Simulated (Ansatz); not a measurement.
The starting structures come from a database of crystals and need not be the phases stable at ambient conditions.

The decay constant κ of evanescent states in the gap governs leakage through a thin film.

Input:

```
TiO2
1.0
    4.54535     0.00000     0.00000
    0.00000     4.90920     0.00000
    0.00000     0.00000     5.51962
Ti O
4 8
Direct
  0.50000   0.75000   0.67299
  0.50000   0.25000   0.32701
  0.00000   0.25000   0.82701
  0.00000   0.75000   0.17299
  0.27145   0.08135   0.61828
  0.72855   0.91865   0.38172
  0.22855   0.58135   0.88172
  0.77145   0.41865   0.11828
  0.77145   0.91865   0.88172
  0.22855   0.08135   0.11828
  0.72855   0.41865   0.61828
  0.27145   0.58135   0.38172
```

Space group of this cell: Pbcn. The cell is taken as given; by r2SCAN its mean pressure is -1.2 GPa.

Transport runs along the normal of the first two printed cell vectors.

No gap correction and no spin-orbit coupling; mid-gap values are interpolated between computed energies.

Task: State the band gap and the smallest decay constant κ at mid-gap according to r2SCAN (Ansatz, an electronic-structure program).

Result: Gap 2.99 eV on a 8×6×6 mesh; κ = 0.375 1/Å, at the zone centre.
